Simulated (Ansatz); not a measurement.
Start from BiB in the zinc blende structure (space group F-43m, No. 216; a = 5.490 Å; a hypothetical phase, not in the database extracts checked).

Levels (all Ansatz, an electronic-structure program, PAW): r2SCAN (500 eV, scalar-relativistic without spin-orbit coupling); HSE06+SOC (420 eV, spin-orbit coupling included).

The geometry is relaxed with r2SCAN.

```
Quantity                                    Value
----------------------------  -------------------
r2SCAN valence-band top at Γ  0.00, 0.00, 0.00 eV
r2SCAN band gap                           0.39 eV
```

Problem. How does going to HSE06+SOC change the valence-band top at Γ and band gap?

Solution. The valence-band top at Γ (three highest Kramers pairs, from the VBM) changes from 0.00, 0.00, 0.00 eV to 0.00, 0.00, -1.54 eV; the band gap grows by 0.23 eV, from 0.39 eV to 0.62 eV. The threefold valence maximum splits by Δso ≈ 1.54 eV.

Single points use the geometry relaxed with r2SCAN. The spin-orbit shifts are approximate. Spin-orbit coupling, missing from the scalar runs, can matter with Bi. Whether these cells are dynamically stable was not tested.
